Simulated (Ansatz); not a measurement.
**Element substitutions in MgO**

Consider MgO in the rock salt structure (space group Fm-3m, No. 225; a = 4.2537 Å).

Each row replaces one element on all its sites; cell and atoms are relaxed.

The values are results of plane-wave PAW DFT at the PBE level (Ansatz, an electronic-structure program, 420 eV), spin-orbit coupling left out, not measurements.

```json
[
 {"variant": "base", "band gap": "4.46 eV", "lattice parameter a": "4.254 Å"},
 {"variant": "Mg → Ca", "band gap": "___", "lattice parameter a": "___"},
 {"variant": "O → F", "band gap": "zero", "lattice parameter a": "4.917 Å"},
 {"variant": "Mg → Sr", "band gap": "3.33 eV", "lattice parameter a": "5.195 Å"}
]
```

**Question.** What belongs in the blanks?

**Answer.** 
- Mg → Ca, band gap: 3.66 eV
- Mg → Ca, lattice parameter a: 4.831 Å

Stability against distortions was not tested. As relaxed here, MgF is a hypothetical phase, not in the database extracts checked. All final runs are without spin polarisation. An odd electron count without spin: MgF.
